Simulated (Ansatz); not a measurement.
The parent structure is BeS (space group P6_422, No. 181; a = 3.424 Å, c = 7.746 Å; a hypothetical phase, not in the database extracts checked). Axes: x lies along a and z along c of the hexagonal cell.

Level of theory: PBEsol (Ansatz, a quantum-chemistry and plane-wave program, PAW, without spin-orbit coupling).

Before the change:

The pressure is 0.00 GPa.

Perturbation: biaxial strain −1.85 %, plane normal [001], relaxed out of plane (Cartesian); in-plane vectors clamped, the third vector and the atoms free.

Task: What happens to the out-of-plane strain and pressure?

Result: The out-of-plane strain comes out as +0.97 %; the pressure (mean of the normal stresses, compression positive) goes from zero to 3.00 GPa.

Stability against distortions was not tested. The base started in P3_121 and relaxed to P6_422 at this level.
